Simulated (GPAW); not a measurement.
Worked example: self-consistent single point of NbC (Fm-3m, 2 atoms in the cell) in GPAW.

Level of theory: PBE, GPAW PAW datasets PBE (gpaw-data 1.0.1) (plane waves; GPAW).

The change in words: lattice scaled by 0.98. Reference geometry:
```
NbC
1.0
    0.00000     2.22632     2.22632
    2.22632     0.00000     2.22632
    2.22632     2.22632     0.00000
Nb C
1 1
Cartesian
  0.00000   0.00000   0.00000
  2.22632   2.22632   2.22632
```

Reference input (self-consistent single point, DFT PBE, plane waves, GPAW PAW datasets PBE (gpaw-data 1.0.1)): mode = pw; ecut = 950 eV; xc = PBE; kpts = 10 10 10; mesh shift (steps) = 0 0 0; occupations.name = methfessel-paxton; occupations.width = 0.1 eV; occupations.order = 0; nbands = -8; convergence.density = 1e-05 e/electron; symmetry.symmorphic = false; symmetry.tolerance = 0.0005. This run's input differs from it in these lines:

```diff
@@ -5,7 +5,7 @@
 atoms = Atoms(['Nb', 'C'],
-              cell=[[0.000000, 2.226320, 2.226320],
-                    [2.226320, 0.000000, 2.226320],
-                    [2.226320, 2.226320, 0.000000]],
+              cell=[[0.000000, 2.181794, 2.181794],
+                    [2.181794, 0.000000, 2.181794],
+                    [2.181794, 2.181794, 0.000000]],
               positions=[[0.000000, 0.000000, 0.000000],
-                         [2.226320, 2.226320, 2.226320]],
+                         [2.181794, 2.181794, 2.181794]],
               pbc=True)
```

Log, with long lists cut:

```
     iter     time        total  log10-change:
                         energy   eigst   dens
iter:   1 --:--:--   -24.435305
iter:   2 --:--:--   -23.336541   -1.38  -0.83
iter:   3 --:--:--   -20.629969   -0.78  -0.90
iter:   4 --:--:--   -20.742237   -2.43  -1.42
iter:   5 --:--:--   -20.637183   -1.59  -1.36
iter:   6 --:--:--   -20.616468   -3.16  -1.87
iter:   7 --:--:--   -20.608622   -3.09  -2.37
iter:   8 --:--:--   -20.608213c  -4.81  -3.06
iter:   9 --:--:--   -20.608210c  -5.59  -3.49
iter:  10 --:--:--   -20.608211c  -6.01  -3.48
iter:  11 --:--:--   -20.608209c  -6.64  -4.12
iter:  12 --:--:--   -20.608209c  -8.51c -4.95
iter:  13 --:--:--   -20.608209c  -9.81c -4.98
iter:  14 --:--:--   -20.608209c  -9.81c -5.02c
Converged after 14 iterations.

Dipole moment: (-0.000000, 0.000000, 0.000000) |e|*Ang

Energy contributions relative to reference atoms: (reference = -104933.775905)

Kinetic:        +20.653403
Potential:      -23.893566
External:        +0.000000
XC:             -17.222446
Entropy (-ST):   -0.001482
Local:           -0.144859
SIC:             +0.000000
--------------------------
Free energy:    -20.608950
Extrapolated:   -20.608209

Showing only first 2 kpts
 Kpt  Band  Eigenvalues  Occupancy
  0     6     12.98945    2.00000
  0     7     12.98945    2.00000
  0     8     14.15694    1.99237
  0     9     14.15694    1.99237

  1     6     12.47871    2.00000
  1     7     12.47871    2.00000
  1     8     12.56043    2.00000
  1     9     15.00326    0.00000

Fermi level: 14.34558

No gap
No difference between direct/indirect transitions
Energy (eV): -20.608209

Forces in eV/Ang:
  0 Nb    0.00000   -0.00000   -0.00000
  1 C     0.00000    0.00000   -0.00000

Stress tensor:
    -0.171036    -0.000000     0.000000
    -0.000000    -0.171036     0.000000
     0.000000     0.000000    -0.171036
Stress (GPa, Voigt): [-27.4029 -27.4029 -27.4029   0.       0.      -0.    ]
```

The run converged in 14 iterations. GPAW prints stress with tension positive. Against the reference run the free energy rises by 64.3 meV/atom.

At such cutoffs GPAW's stress carries a finite-basis (Pulay) error, which enters relaxed cells too; its log prints stress with tension positive.

The starting cell comes from a database of computed structures (which also holds hypothetical and non-ambient phases and stackings), without a prior relaxation at this level. Its lattice was rescaled by a random factor within 2.5 % of one. For this run, on top of that: lattice scaled by 0.98. Spin polarisation is off.

Cost on one core of a shared machine: roughly 30 s.
